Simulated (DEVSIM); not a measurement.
System: Schottky contact on n-type Si, at 300 K.

Layer 1 from the left is Si, thickness (μm) 1.50, Nd (cm⁻³) 1.8e17, τn (s) 4.4e-7, τp (s) 4.4e-7. Layer 2 from the left is Si, thickness (μm) 3.20, Nd (cm⁻³) 1.4e18, τn (s) 4.4e-7, τp (s) 4.4e-7.

Left contact: Schottky, work function 4.68 eV, emission velocity 4.2e6 cm/s. Right contact: ohmic. Voltage is applied to the left contact. Recombination: SRH at mid-gap, Auger. Mobility is constant in doping.

Constants are typed, rounded textbook-type inputs, not results; the design itself was drawn at random and stands for no fabricated device. Values at 300 K.

Si: gap (eV) 1.124, affinity (eV) 4.05, permittivity 11.7, Nc (cm⁻³) 2.86e19, Nv (cm⁻³) 3.1e19, μn (cm²/Vs) 1417, μp (cm²/Vs) 470, Cn (cm⁶/s) 2.8e-31, Cp (cm⁶/s) 9.9e-32.

Simulated with DEVSIM: 1D drift-diffusion, Boltzmann statistics, complete ionisation; no tunnelling, impact ionisation, image-force lowering or self-heating. Metal contacts follow the ideal Schottky-Mott rule: no Fermi-level pinning, no interface dipoles.

Dark forward current:

```tsv
|V| (V)	|J| (A/cm²)
0.05	0.002913
0.10	0.02303
0.15	0.1620
0.20	1.121
0.25	7.722
0.30	52.76
0.35	343.9
0.40	1809
0.45	5917
```

### Question
Work out the local ideality factor n = ΔV / (kT/q · ln(J2/J1)) between the rows 0.15 and 0.20 V, 0.40 and 0.45 V.

### Answer
kT/q = 25.85 mV. From 0.15 to 0.20 V: ln(1.121/0.1620) = 1.934, n = 1.00, near the 1 of diffusion or emission over a barrier. From 0.40 to 0.45 V: ln(5917/1809) = 1.185, n = 1.63; the layers' resistance at their doping, Σ W/(qμN) = 4.7e-6 Ω cm², would take 19 mV of this step of 50 mV.

### Question
Estimate the current at 0.25 V for emission alone, J0 = q v N_band exp(−φB/kT), and read the barrier back from the simulated current.

### Answer
φB = 0.630 eV, N_band = 2.86e19 cm⁻³, J0 = 0.000501 A/cm²; J = J0 (exp(qV/kT) − 1) = 7.94 A/cm². The simulation gives 7.72 A/cm²; the estimate lies 2.9 % above. Read backwards, the simulated current gives an apparent barrier of 0.631 eV. The estimate leaves out transport through the depletion region and minority injection.
